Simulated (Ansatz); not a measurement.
Strongest site found for several adsorbates on bcc Mo (110).

Computed with PBE (plane waves to 420 eV, PAW; Ansatz, a program for electronic structure).

Counted are starts at which the adsorbate stayed whole and on top. Thin slabs; no dispersion, zero-point or thermal terms; negative values mean binding.

```
adsorbate, area an adsorbate           reference  bonded to  E_ads (eV)  shortest bond to the host (Å)
----------------------------  ------------------  ---------  ----------  -----------------------------
CO, 28 Å²                                  CO(g)       3 Mo         [?]                           2.03
Mg, 14 Å²                      an atom of hcp Mg       4 Mo         [?]                           2.84
I, 7 Å²                                  ½ I2(g)         Mo        1.19                           2.89
CO, 7 Å²                                   CO(g)         Mo       -1.42                           2.03
Cl, 64 Å²                               ½ Cl2(g)       3 Mo       -2.81                           2.50
Al, 14 Å²                      an atom of fcc Al       4 Mo       -0.65                           2.64
H, 64 Å²                                 ½ H2(g)       3 Mo       -0.73                           1.94
Si, 7 Å²                      an atom of silicon       3 Mo         [?]                           2.67
Br, 7 Å²                                ½ Br2(g)         Mo       -0.34                            [?]
```

Task: Fill in the missing entries.

Result: 
- CO, 28 Å², E_ads (eV): -1.79
- Mg, 14 Å², E_ads (eV): -0.31
- Si, 7 Å², E_ads (eV): -0.71
- Br, 7 Å², shortest bond to the host (Å): 2.60
